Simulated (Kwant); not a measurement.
Model: Hückel tight-binding model, one pz orbital an atom, one spin, coherent transport at 0 K (Kwant). Conductance is in e²/h.

Device: π system c1ccc2c(c1)ccc1ccccc12 between two chain leads. The π system is taken as planar. Atoms are numbered from 0 in the order of the SMILES. Site energies (eV, carbon 0): [0.0, 0.0, 0.0, 0.0, 0.0, 0.0, 0.0, 0.0, 0.0, 0.0, 0.0, 0.0, 0.0, 0.0]. Bonds (i, j, β in eV): (0,1,-2.7) (1,2,-2.7) (2,3,-2.7) (3,4,-2.7) (4,5,-2.7) (4,6,-2.7) (6,7,-2.7) (7,8,-2.7) (8,9,-2.7) (9,10,-2.7) (10,11,-2.7) (11,12,-2.7) (12,13,-2.7) (5,0,-2.7) (13,8,-2.7) (13,3,-2.7). Leads: chains of hopping −4.1 eV, joined by −1.4 eV to atoms 0 and 5.

Site energies and bond integrals are typed Hückel values.

Sweep values stay those of the base run.

One input was changed, with this effect: transmission at E = 0 0.044 → < 1e-12.

Which change was it?
(A) contacts moved from atoms [0, 5] to [0, 2]
(B) contacts moved from atoms [0, 5] to [1, 2]
(C) contacts moved from atoms [0, 5] to [5, 9]
(D) contacts moved from atoms [0, 5] to [0, 1]
(E) contacts moved from atoms [0, 5] to [1, 7]
(F) contacts moved from atoms [0, 5] to [2, 5]

A, contacts moved from atoms [0, 5] to [0, 2]
